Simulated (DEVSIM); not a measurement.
System: Schottky contact on n-type Si, at 300 K.

Layer 1 from the left is Si, thickness (μm) 5.40, Nd (cm⁻³) 1.7e16, τn (s) 8.7e-6, τp (s) 8.7e-6.

Left contact: Schottky, work function 4.72 eV, emission velocity 1.9e6 cm/s. Right contact: ohmic. Voltage is applied to the left contact. Recombination: SRH at mid-gap. Mobility is μmin + (μ − μmin)/(1 + (N/Nref)^α).

Constants are typed, rounded textbook-type inputs, not results; the design itself was drawn at random and stands for no fabricated device. Values at 300 K.

Si: gap (eV) 1.124, affinity (eV) 4.05, permittivity 11.7, Nc (cm⁻³) 2.86e19, Nv (cm⁻³) 3.1e19, μn (cm²/Vs) 1417, μp (cm²/Vs) 470, μn,min 52, μp,min 45, Nref,n 9.7e16, Nref,p 2.2e17, αn 0.68, αp 0.72.

Problem. Estimate by hand the built-in potential, the peak field at zero bias, the capacitance at -4 V, and compare with a numerical solution.

Solution. 
- Built-in potential: barrier φB = 0.670 eV; Vbi = φB − kT/q ln(N_band/N) = 0.478 V; numerical 0.478 V.
- Peak field at zero bias: depletion approximation: W = √(2εVbi/(qN)) = 0.191 μm with N = 1.70e16 cm⁻³; field = 2Vbi/W = 50100 V/cm; numerical 48600 V/cm (estimate above by 3.1 %).
- Capacitance at -4 V: C = √(qεN / 2(Vbi + |V|)) = 17.7 nF/cm²; numerical 17.8 nF/cm².

Simulated with DEVSIM: 1D drift-diffusion, Boltzmann statistics, complete ionisation; no tunnelling, impact ionisation, image-force lowering or self-heating. Metal contacts follow the ideal Schottky-Mott rule: no Fermi-level pinning, no interface dipoles.
